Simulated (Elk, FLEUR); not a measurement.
An Elk input for a self-consistent single point of YbSi (Cmcm, 4 atoms in the cell) (DFT, PBEsol, all-electron FP-LAPW, Elk's shipped species files, APW+lo basis with extra local orbitals):

```
tasks
  0

xctype
  22

tforce
  .true.

rgkmax
  8.0

gmaxvr
  18.0

lmaxapw
  10

lmaxo
  8

nxlo
  2

lorbcnd
  .true.

lradstp
  2

nrmtscf
  2.0

rmtscf
  0.98

lmaxi
  4

stype
  0

swidth
  0.00367493

maxscl
  100

scale
  10.91162849

avec
    0.3931905453   -0.9194570110    0.0000000000
    0.3931905453    0.9194570110    0.0000000000
    0.0000000000    0.0000000000    0.6722991925

atoms
  2
  'Yb.in'
  2
  0.1382600000  0.8617400000  0.7500000000    0.0 0.0 0.0
  0.8617400000  0.1382600000  0.2500000000    0.0 0.0 0.0
  'Si.in'
  2
  0.4306500000  0.5693500000  0.7500000000    0.0 0.0 0.0
  0.5693500000  0.4306500000  0.2500000000    0.0 0.0 0.0

ngridk
  6 6 7
```

Give the FLEUR input for the same structure, mesh, smearing and functional.

This is the input that was run; spellings and numerical settings could be chosen otherwise.

Input of the input generator:

```
YbSi crystal
&input film=f /
4.2903491557 -10.0327733141 0.0000000000
4.2903491557 10.0327733141 0.0000000000
0.0000000000 0.0000000000 7.3358790213
1.0
1.0 1.0 1.0

4
70 0.1382600000 0.8617400000 0.7500000000
70 0.8617400000 0.1382600000 0.2500000000
14 0.4306500000 0.5693500000 0.7500000000
14 0.5693500000 0.4306500000 0.2500000000

&comp jspins=1 /
&exco xctyp='PBEs' /
&kpt div1=6 div2=6 div3=7 gamma=t /
&end /
```

```xml
<?xml version="1.0" encoding="UTF-8" standalone="no"?>
<fleurInput fleurInputVersion="0.39">
   <comment>
      YbSi crystal                                                                                        
   </comment>
   <calculationSetup>
      <cutoffs Kmax="3.8" Gmax="15.2" GmaxXC="15.2" numbands="0"/>
      <scfLoop itmax="80" minDistance="0.00001" maxIterBroyd="15" imix="Anderson" alpha="0.05" precondParam="0.0" spinf="2.0"/>
      <coreElectrons ctail="T" frcor="F" kcrel="0" coretail_lmax="0"/>
      <xcFunctional name="PBEs" relativisticCorrections="F"/>
      <magnetism jspins="1"/>
      <soc l_soc="F" theta="0.0" phi="0.0" spav="F"/>
      <expertModes spex="0" secvar="F"/>
      <geometryOptimization l_f="T" forcealpha="1.0" forcemix="BFGS" epsdisp="0.00001" epsforce="0.00001"/>
      <ldaU l_linMix="F" mixParam="0.05" spinf="1.0"/>
   </calculationSetup>
   <cell>
      <bzIntegration valenceElectrons="56.0" mode="gauss" fermiSmearingEnergy="0.00367493">
         <kPointListSelection listName="default-1"/>
         <!-- k-points included here -->
         <xi:include xmlns:xi="http://www.w3.org/2001/XInclude" href="kpts.xml"> </xi:include>
      </bzIntegration>
      <!-- symmetry operations included here -->
      <xi:include xmlns:xi="http://www.w3.org/2001/XInclude" href="sym.xml"> </xi:include>
      <bulkLattice scale="1.0">
         <bravaisMatrix>
            <row-1>    4.2903491557000004   -10.0327733141000000     0.0000000000000000</row-1>
            <row-2>    4.2903491557000004    10.0327733141000000     0.0000000000000000</row-2>
            <row-3>    0.0000000000000000     0.0000000000000000     7.3358790213000002</row-3>
         </bravaisMatrix>
      </bulkLattice>
   </cell>
   <atomSpecies>
      <species name="Ytterbium (Yb)" element="Yb" atomicNumber="70">
         <mtSphere radius="2.68" gridPoints="925" logIncrement="0.014"/>
         <atomicCutoffs lmax="10" lnonsphr="8"/>
         <electronConfig flipSpins="F">
            <coreConfig>(1s1/2) (2s1/2) (2p1/2) (2p3/2) (3s1/2) (3p1/2) (3p3/2) (4s1/2) (3d3/2) (3d5/2) (4p1/2) (4p3/2) (4d3/2) (4d5/2)</coreConfig>
            <valenceConfig>(5s1/2) (5p1/2) (5p3/2) (6s1/2) (4f5/2) (4f7/2)</valenceConfig>
         </electronConfig>
         <energyParameters s="6" p="6" d="5" f="4"/>
         <lo type="SCLO" l="0" n="5" eDeriv="0"/>
         <lo type="SCLO" l="1" n="5" eDeriv="0"/>
      </species>
      <species name="Silicon (Si)" element="Si" atomicNumber="14">
         <mtSphere radius="2.15" gridPoints="741" logIncrement="0.016"/>
         <atomicCutoffs lmax="8" lnonsphr="6"/>
         <electronConfig flipSpins="F">
            <coreConfig>(1s1/2) (2s1/2) (2p1/2) (2p3/2)</coreConfig>
            <valenceConfig>(3s1/2) (3p1/2) (3p3/2)</valenceConfig>
            <stateOccupation state="(3p1/2)" spinUp="0.3333333333333" spinDown="0.3333333333333"/>
            <stateOccupation state="(3p3/2)" spinUp="0.6666666666667" spinDown="0.6666666666667"/>
         </electronConfig>
         <energyParameters s="3" p="3" d="3" f="4"/>
      </species>
   </atomSpecies>
   <atomGroups>
      <atomGroup species="Ytterbium (Yb)">
         <relPos label="                   1">.1382600000 -.1382600000 -1.000/4.000</relPos>
         <relPos label="                   2">-.1382600000 .1382600000 1.000/4.000</relPos>
         <force calculate="T" relaxXYZ="TTT"/>
      </atomGroup>
      <atomGroup species="Silicon (Si)">
         <relPos label="                   3">.4306500000 -.4306500000 -1.000/4.000</relPos>
         <relPos label="                   4">-.4306500000 .4306500000 1.000/4.000</relPos>
         <force calculate="T" relaxXYZ="TTT"/>
      </atomGroup>
   </atomGroups>
   <output dos="F" band="F" slice="F">
      <checks vchk="F" cdinf="F"/>
      <bandDOS minEnergy="-.5*Htr" maxEnergy="0.5*Htr" sigma="0.015" storeEVData="T"/>
      <vacuumDOS vacdos="F" integ="F" star="F" nstars="0" locx1="0.0" locy1="0.0" locx2="0.0" locy2="0.0" nstm="0" tworkf="0.0"/>
      <unfoldingBand unfoldBand="F" supercellX="1" supercellY="1" supercellZ="1"/>
      <plotting iplot="0" polar="F">
         <plot TwoD="T" vec1="  1.0  0.0  0.0" vec2="  0.0  1.0  0.0" vec3="  0.0  0.0  1.0" zero="  0.0  0.0  0.0" file="plot"/>
      </plotting>
      <chargeDensitySlicing numkpt="0" minEigenval="0.0" maxEigenval="0.0" nnne="0" pallst="F"/>
      <specialOutput eonly="F"/>
      <magneticCircularDichroism mcd="F" energyLo="-10.0" energyUp="0.0"/>
   </output>
  <!-- We include the file relax.xml here to enable relaxations (see documentation) -->
  <xi:include xmlns:xi="http://www.w3.org/2001/XInclude" href="relax.xml"> <xi:fallback/> </xi:include>
</fleurInput>
```

Basis settings and potentials, where a program has them, do not carry over. This input uses DFT, PBEsol, all-electron FLAPW (FLEUR), scalar-relativistic valence.

The starting cell comes from a database of computed structures (which also holds hypothetical and non-ambient phases and stackings), without a prior relaxation at this level.
